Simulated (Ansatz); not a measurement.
A calculation on NiAs-type NiSb returned lattice constant a 3.923 Å, lattice parameter c 5.107 Å, equilibrium volume per atom 17.02 Å³/atom.

For reference: lattice constant a 3.946 Å (measured, temperature not stated, no zero-point or thermal correction; as tabulated in Wikipedia's data pages); lattice parameter c 5.148 Å (measured, temperature not stated, not corrected to a static lattice; as tabulated in Wikipedia's data pages).

**Question.** Which level of theory produced these numbers?
A) rVV10 (Ansatz (a quantum-chemistry and plane-wave program))
B) PBE (Ansatz)
C) LDA (Ansatz)
D) PBE-D4 (Ansatz)

**Answer.** D, PBE-D4 (Ansatz)

The others give: rVV10 4.015 Å, 5.208 Å, 18.17 Å³/atom; LDA 3.879 Å, 5.027 Å, 16.38 Å³/atom; PBE 3.975 Å, 5.158 Å, 17.65 Å³/atom.

Unless a cell is named, each level is at its own relaxed cell (LDA 16.38, PBE 17.65, PBE-D4 17.02, rVV10 18.17 Å³/atom).

The crystal itself was run without spin with rVV10, LDA, PBE, PBE-D4.

Ansatz's density-functional and Hartree–Fock values are scalar-relativistic unless marked +SOC, with PAW data made under PBE.
